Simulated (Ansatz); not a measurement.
**CdSe: biaxial strain −0.60 %, plane normal [001], relaxed out of plane**

The reference is CdSe in the wurtzite structure (space group P6_3mc, No. 186; a = 4.3019 Å, c = 7.0210 Å). Axes: x lies along a and z along c of the hexagonal cell.

Perturbation: biaxial strain −0.60 %, plane normal [001], relaxed out of plane (Cartesian); in-plane vectors clamped, the third vector and the atoms free.

Method: Ansatz (a quantum-chemistry and plane-wave program), PBEsol, PAW, cutoff 420 eV, scalar-relativistic without spin-orbit coupling. k-mesh 9×9×5 (Γ-centred); smearing 0.05 eV (Fermi–Dirac).

The space group is still P6_3mc (No. 186) and the shortest interatomic distance drops by 0.0063 Å, from 2.633 Å to 2.626 Å. The pressure (mean of the normal stresses, compression positive) goes from zero to 3.3 kbar and the band gap stays essentially unchanged (0.54 eV against 0.53 eV). The gap character is still direct at Γ and the width of the top valence band increases by 0.035 eV to 1.78 eV. The electron mass stays 0.055 mₑ (at Γ) and the valence-band top at Γ (three highest levels, from the VBM) changes from 0.00, 0.00, -0.05 eV to 0.00, 0.00, -0.10 eV. The out-of-plane strain amounts to +0.56 % and the mean in-plane stress (compression positive) comes out as +0.5 GPa.

Masses are band curvatures over ±0.01 Å⁻¹ around the edge. Stability against distortions was not tested.
